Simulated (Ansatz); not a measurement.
Partial pair distribution functions of a relaxed model of amorphous Si26O46, broadened by 0.06 Å; density 2.32 g/cm³. Level of theory: PBE, scalar-relativistic without spin-orbit coupling (plane waves to 420 eV, PAW; Ansatz, an electronic-structure program). The usual formal charges leave 12 electrons over, so the level spacing at the Fermi energy parts defect or band states and needn't be the band gap.

A CHGNet melt-quench gave the starting glass, which DFT then relaxed. O atoms were pushed apart under 1.9 Å during the dynamics, to hinder bonds among them. The hot cell started wider than the set density and was brought back towards it in steps. It is the lowest in DFT energy of 2 quenches. It is a model cell: composition and starting density were chosen by hand, and all elements were melted together. No dispersion term was used. Its density started from a set value of 2.31 and ended at 2.32 g/cm³. Cooling (nominally 590 K/ps over its main leg) ran many orders faster than in experiment, which tends to leave more defects and strain. One small periodic cell is one sample of the glass; other quenches scatter about these values. The volume was held where the preparation left it and the shape relaxed, at a PBE pressure of 2.0 GPa. Stress components on the final sampling reach 2.0 GPa.

```json
[
 {"r (Å)": "1.40", "g Si-O": "0.02", "g Si-Si": "0.00", "g O-O": "0.00"},
 {"r (Å)": "1.50", "g Si-O": "1.65", "g Si-Si": "0.00", "g O-O": "0.00"},
 {"r (Å)": "1.60", "g Si-O": "13.39", "g Si-Si": "0.00", "g O-O": "0.00"},
 {"r (Å)": "1.70", "g Si-O": "8.56", "g Si-Si": "0.00", "g O-O": "0.00"},
 {"r (Å)": "1.80", "g Si-O": "0.49", "g Si-Si": "0.00", "g O-O": "0.00"},
 {"r (Å)": "1.90", "g Si-O": "0.00", "g Si-Si": "0.00", "g O-O": "0.00"},
 {"r (Å)": "2.00", "g Si-O": "0.00", "g Si-Si": "0.00", "g O-O": "0.00"},
 {"r (Å)": "2.10", "g Si-O": "0.00", "g Si-Si": "0.00", "g O-O": "0.00"},
 {"r (Å)": "2.20", "g Si-O": "0.00", "g Si-Si": "0.13", "g O-O": "0.00"},
 {"r (Å)": "2.30", "g Si-O": "0.02", "g Si-Si": "1.13", "g O-O": "0.04"},
 {"r (Å)": "2.40", "g Si-O": "0.08", "g Si-Si": "0.93", "g O-O": "0.21"},
 {"r (Å)": "2.50", "g Si-O": "0.02", "g Si-Si": "0.08", "g O-O": "1.10"},
 {"r (Å)": "2.60", "g Si-O": "0.00", "g Si-Si": "0.00", "g O-O": "4.79"},
 {"r (Å)": "2.70", "g Si-O": "0.01", "g Si-Si": "0.05", "g O-O": "6.11"},
 {"r (Å)": "2.80", "g Si-O": "0.14", "g Si-Si": "0.84", "g O-O": "2.16"},
 {"r (Å)": "2.90", "g Si-O": "0.29", "g Si-Si": "2.12", "g O-O": "0.63"},
 {"r (Å)": "3.00", "g Si-O": "0.30", "g Si-Si": "3.56", "g O-O": "0.51"},
 {"r (Å)": "3.10", "g Si-O": "0.44", "g Si-Si": "2.90", "g O-O": "0.55"},
 {"r (Å)": "3.20", "g Si-O": "0.80", "g Si-Si": "1.96", "g O-O": "0.58"},
 {"r (Å)": "3.30", "g Si-O": "1.11", "g Si-Si": "0.55", "g O-O": "0.56"},
 {"r (Å)": "3.40", "g Si-O": "1.23", "g Si-Si": "0.25", "g O-O": "0.52"},
 {"r (Å)": "3.50", "g Si-O": "1.28", "g Si-Si": "0.49", "g O-O": "0.49"},
 {"r (Å)": "3.60", "g Si-O": "1.20", "g Si-Si": "0.42", "g O-O": "0.71"},
 {"r (Å)": "3.70", "g Si-O": "1.17", "g Si-Si": "0.47", "g O-O": "0.69"},
 {"r (Å)": "3.80", "g Si-O": "1.19", "g Si-Si": "0.74", "g O-O": "0.64"},
 {"r (Å)": "3.90", "g Si-O": "1.60", "g Si-Si": "0.56", "g O-O": "0.55"},
 {"r (Å)": "4.00", "g Si-O": "1.74", "g Si-Si": "0.58", "g O-O": "0.55"},
 {"r (Å)": "4.10", "g Si-O": "1.68", "g Si-Si": "0.97", "g O-O": "0.69"},
 {"r (Å)": "4.20", "g Si-O": "1.73", "g Si-Si": "1.12", "g O-O": "0.85"},
 {"r (Å)": "4.30", "g Si-O": "1.48", "g Si-Si": "0.69", "g O-O": "0.87"},
 {"r (Å)": "4.40", "g Si-O": "1.00", "g Si-Si": "0.73", "g O-O": "0.88"},
 {"r (Å)": "4.50", "g Si-O": "0.71", "g Si-Si": "1.05", "g O-O": "0.90"},
 {"r (Å)": "4.60", "g Si-O": "0.63", "g Si-Si": "1.17", "g O-O": "1.16"},
 {"r (Å)": "4.70", "g Si-O": "0.75", "g Si-Si": "1.11", "g O-O": "1.34"},
 {"r (Å)": "4.80", "g Si-O": "0.63", "g Si-Si": "1.10", "g O-O": "1.31"},
 {"r (Å)": "4.90", "g Si-O": "0.55", "g Si-Si": "1.20", "g O-O": "1.42"}
]
```

Within 1.90 Å each Si has 3.54 O neighbours on average.
